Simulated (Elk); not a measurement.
Band structure of GdTl (Pm-3m, 2 atoms in the cell).

```
CELL_PARAMETERS angstrom
      3.81356     0.00000     0.00000
      0.00000     3.81356     0.00000
      0.00000     0.00000     3.81356
ATOMIC_POSITIONS crystal
  Gd 0.00000 0.00000 0.00000
  Tl 0.50000 0.50000 0.50000
```
Moments meant for the start (each program seeds them in its own way; μB, in the order of the atoms Gd Tl): 7.0 0.0.

Computed with LDA (PW92), all-electron FP-LAPW, Elk's shipped species files, APW+lo basis with extra local orbitals run with Elk.

Settings: spinpol = true; rgkmax = 8; swidth = 0.00499791 Ha; ngridk = 9 9 9; reducebf = 0.8; gmaxvr = 14 1/bohr; nxlo = 2; lorbcnd = true; lmaxi = 3; nempty = 12 per atom; maxscl = 100; bfcmt = [[0.0, 0.0, -7.0], [0.0, 0.0, 0.0]].

The starting cell comes from a database of computed structures (which also holds hypothetical and non-ambient phases and stackings), without a prior relaxation at this level. Spin-orbit coupling is off. With one magnetic atom in the cell only a parallel order is possible. With U or open f shells several self-consistent states can exist. The f electrons are in the valence without U or exact exchange, which can misplace them near the Fermi level. Spin-orbit terms, which matter for f shells, are left out. Values depend on the basis (sphere radii, cutoffs, local orbitals), which need not be converged.

Levels in eV from the Fermi level, bands 12 to 19 of the first spin channel:
```json
[
 {"point": "Γ", "12": "-11.34", "13": "-8.70", "14": "0.42", "15": "0.42", "16": "0.42", "17": "0.46", "18": "0.46", "19": "0.49"},
 {"point": "X", "12": "-11.29", "13": "-6.58", "14": "-3.71", "15": "0.45", "16": "0.46", "17": "0.52", "18": "0.53", "19": "0.55"},
 {"point": "M", "12": "-11.14", "13": "-6.32", "14": "-0.95", "15": "-0.94", "16": "0.41", "17": "0.44", "18": "0.47", "19": "0.47"},
 {"point": "R", "12": "-11.13", "13": "-4.58", "14": "-2.20", "15": "-2.20", "16": "-2.20", "17": "0.49", "18": "0.49", "19": "0.50"}
]
```

Bands cross the Fermi level along this path, so the cell is metallic at this level.

The net moment of the cell came out as 7.07 μB.
